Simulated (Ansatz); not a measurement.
Base system: TiSi$_{2}$ (space group Cmcm, No. 63; a = 3.515 Å, b = 13.349 Å, c = 3.557 Å).

Computed with Ansatz (an electronic-structure program) PBEsol, no spin-orbit coupling, earlier PAW set.

For the base:

```
Item                Value
---------------  --------
Volume per atom  13.91 Å³
Band gap             zero
```

Perturbation: a hydrostatic pressure of 3 GPa.

Q: Predict the new volume per atom.

A: The volume per atom decreases by 0.29 Å³, from 13.91 Å³ to 13.62 Å³.

Q: What does the calculation give for the band gap after the change?

A: The band gap remains zero.

Load acts through the strain it causes; cell and atoms are relaxed under it. Stability against distortions was not tested. All final runs are without spin polarisation.
